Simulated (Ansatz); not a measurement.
## Several settings converged on a (100) slab of FeSb (cut from a parent of space group no. 194; 12 atoms in the cell)

```yaml
crystal:
  lattice:
    - [3.99474, 0.00000, 0.00000]
    - [0.00000, 4.99466, 0.00000]
    - [0.00000, 0.00000, 23.22551]
  atoms:
    - { symbol: Fe, position: [0.50000, 0.00000, 0.35104], spin: 4.0 }
    - { symbol: Fe, position: [0.50000, 0.50000, 0.35104], spin: 4.0 }
    - { symbol: Sb, position: [0.00000, 0.25000, 0.30139] }
    - { symbol: Sb, position: [0.00000, 0.75000, 0.40070] }
    - { symbol: Fe, position: [0.00000, 0.00000, 0.50000], spin: 4.0 }
    - { symbol: Fe, position: [0.00000, 0.50000, 0.50000], spin: 4.0 }
    - { symbol: Sb, position: [0.50000, 0.25000, 0.45035] }
    - { symbol: Sb, position: [0.50000, 0.75000, 0.54965] }
    - { symbol: Fe, position: [0.50000, 0.00000, 0.64895], spin: 4.0 }
    - { symbol: Fe, position: [0.50000, 0.50000, 0.64895], spin: 4.0 }
    - { symbol: Sb, position: [0.00000, 0.25000, 0.59930] }
    - { symbol: Sb, position: [0.00000, 0.75000, 0.69861] }
```
(The spins are starting values, not results.)

Base method: LDA (PW92), default PAW files made with PBE (plane waves; Ansatz, an electronic-structure program).

Base settings: basis.ecutwfc = 420 eV; kpoints.mp_grid.grid = 4 3 1; hamiltonian.xc = lda; hamiltonian.pseudopotentials = {kind: paw} (the program's default PAW files); magnetization.spin_polarized = true; scf.occupations.method = fermi_dirac; scf.occupations.width = 0.1 eV.

The count of work is k-points × plane waves × bands × iterations; it is no time. 

**The vacuum**

The mesh stays at the base's, so the ladder's end is converged at best in this setting alone.

Only quantities that move along the ladder and can be compared are tabulated.

These are the values that this program gave, and no reference: magnetic slabs can end in a higher state.

| vacuum between outermost atoms (Å) | free energy less the last step's (meV/atom) | largest difference of a force vector from the last step's (eV/Å) | net moment (μB/atom) | count of work / last |
|---|---|---|---|---|
| 3.0 | -37.62 | 0.446 | 0.740 | 0.42 |
| 5.0 | -2.58 | 0.046 | 0.766 | 0.43 |
| 7.0 | -0.05 | 0.001 | 0.773 | 0.33 |
| 10.0 | 0.00 | 0.000 | 0.774 | 0.52 |
| 14.0 | 0.00 | 0.000 | 0.774 | 0.79 |
| 30.0 | 0.00 | 0.000 | 0.774 | 1.0 |

Smallest vacuum between outermost atoms (Å) that holds the net moment within 0.01 μB/atom of the last step, with all finer ones: 5.0, at 0.43 of the last step's count of work; the step before is off by 0.034 μB/atom.

Smallest vacuum between outermost atoms (Å) that holds the free energy within 0.5 meV/atom of the last step, with all finer ones: 7.0, at 0.33 of the last step's count of work; the step before is off by 2.6 meV/atom.

Smallest vacuum between outermost atoms (Å) that holds the forces within 0.01 eV/Å of the last step, with all finer ones: 7.0, at 0.33 of the last step's count of work; the step before is off by 0.046 eV/Å.

**The k-point mesh**

Only quantities that move along the ladder and can be compared are tabulated.

These are the values that this program gave, and no reference: magnetic slabs can end in a higher state.

| kpoints.mp_grid.grid | free energy less the last step's (meV/atom) | largest difference of a force vector from the last step's (eV/Å) | net moment (μB/atom) | count of work / last |
|---|---|---|---|---|
| 2 2 1 | -20.98 | 0.185 | 0.718 | 0.14 |
| 3 3 1 | 7.40 | 0.144 | 0.790 | 0.18 |
| 4 3 1 | 3.79 | 0.057 | 0.774 | 0.29 |
| 6 5 1 | -0.66 | 0.026 | 0.772 | 0.60 |
| 8 7 1 | 0.00 | 0.000 | 0.747 | 1.0 |

Coarsest kpoints.mp_grid.grid that holds the net moment within 0.02 μB/atom: not settled: the last two steps still differ by 0.025 μB/atom, over half the tolerance, so the ladder does not show it.

**The plane-wave cutoff**

The mesh stays at the base's, so the ladder's end is converged at best in this setting alone.

Only quantities that move along the ladder and can be compared are tabulated.

The magnetic state is not the same in all runs (site moments differ, or a search went on to a lower state), so steps between rows are not convergence errors alone.

These are the values that this program gave, and no reference: magnetic slabs can end in a higher state.

| basis.ecutwfc | free energy less the last step's (meV/atom) | largest difference of a force vector from the last step's (eV/Å) | net moment (μB/atom) | count of work / last |
|---|---|---|---|---|
| 210 eV | 9021.87 | 0.294 | 1.016 | 0.089 |
| 295 eV | 322.46 | 0.137 | 0.800 | 0.16 |
| 420 eV | 2.14 | 0.002 | 0.774 | 0.42 |
| 505 eV | 0.77 | 0.000 | 0.774 | 0.47 |
| 840 eV | 0.00 | 0.000 | 0.774 | 1.0 |

Coarsest basis.ecutwfc that holds the forces within 0.005 eV/Å of the last step, with all finer ones: 420 eV, at 0.42 of the last step's count of work; the step before is off by 0.14 eV/Å.

Coarsest basis.ecutwfc that holds the net moment within 0.05 μB/atom of the last step, with all finer ones: 295 eV, at 0.16 of the last step's count of work; the step before is off by 0.24 μB/atom.

Coarsest basis.ecutwfc that holds the free energy within 2 meV/atom of the last step, with all finer ones: 505 eV; the step before is off by 2.1 meV/atom.

On the base run: the starting cell comes from a database of computed structures (which also holds hypothetical and non-ambient phases and stackings), without a prior relaxation at this level. The slab is cut from that crystal, and its faces are unrelaxed. Its lattice was rescaled by up to half a per cent. The magnetic order is the one reached from the typed start; others were not searched systematically. The program warned that, by what it read of turns of the moments, another magnetic order lies lower. Without a gap this mesh is coarse (it stands for a supercell whose shortest in-plane vector is 15 Å).

Keys are those of Ansatz 0.2.
